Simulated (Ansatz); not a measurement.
We consider corundum Ga2O3 (metastable phase), described by PBE (PAW; Ansatz, a first-principles code).

Settings: plane-wave cutoff 520 eV, 6×6×6 k mesh, scalar-relativistic PAW data made under PBE.

Computed at the level's own relaxed cell.

What does this level give for the Voigt–Reuss–Hill bulk modulus, elastic constant C66, elastic constant C11, elastic constant C12, elastic constant C13, elastic constant C33 and elastic constant C44?


- Voigt–Reuss–Hill bulk modulus: 200 GPa
- elastic constant C66: 95.5 GPa
- elastic constant C11: 352 GPa
- elastic constant C12: 161 GPa
- elastic constant C13: 114 GPa
- elastic constant C33: 323 GPa
- elastic constant C44: 71.0 GPa

Elastic constants are with the ions relaxed.

Computed values are for the static lattice.
